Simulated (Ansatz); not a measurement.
Amorphous Hf$_{18}$O$_{38}$Si, 57 atoms at 8.61 g/cm³, one PBE-relaxed geometry, zone centre. Methods: PBE, scalar-relativistic without spin-orbit coupling (Ansatz, a quantum-chemistry and plane-wave program); r2SCAN, scalar-relativistic without spin-orbit coupling (Ansatz); HSE06, scalar-relativistic without spin-orbit coupling (Ansatz). Plane waves to 420 eV (r2SCAN 500 eV); exact exchange is cut at the cell's faces. At PBE the levels at the filled edge of the gap are localised (band-tail or defect states). All rungs ran without spin polarisation.

It comes from a melt-quench run on a machine-learned potential (CHGNet), relaxed afterwards by DFT. O atoms were pushed apart under 1.9 Å during the dynamics, to hinder bonds among them. The hot cell started wider than the set density and was brought back towards it in steps. It is the lowest in DFT energy of 2 quenches. It is a model cell: composition and starting density were chosen by hand, and all elements were melted together. No dispersion term was used. Its density started from a set value of 8.61 and ended at 8.61 g/cm³. Cooling (nominally 300 K/ps over its main leg) ran many orders faster than in experiment, which tends to leave more defects and strain. Values belong to this one cell and scatter from quench to quench. The volume was held where the preparation left it, at a PBE pressure of 1.1 GPa. Stress components on the final sampling reach 2.7 GPa. Cycles of charging lowered its energy after that relaxation.

The relaxation ran on the zone centre alone. At PBE the level gap is 3.92 eV on a 2×2×2 Γ-centred mesh, and the spacing at the zone centre alone 4.01 eV.

Task: What zone-centre spacing does r2SCAN give, roughly?

Result: 4.50 eV (+0.49 eV against PBE).

Task: What zone-centre spacing does HSE06 give, roughly?

Result: 5.56 eV (+1.56 eV against PBE).

The highest filled and the lowest empty state spread over these numbers of atoms (participation numbers): PBE: 6.6 and 25.6; r2SCAN: 6.4 and 24.2; HSE06: 6.3 and 25.9.
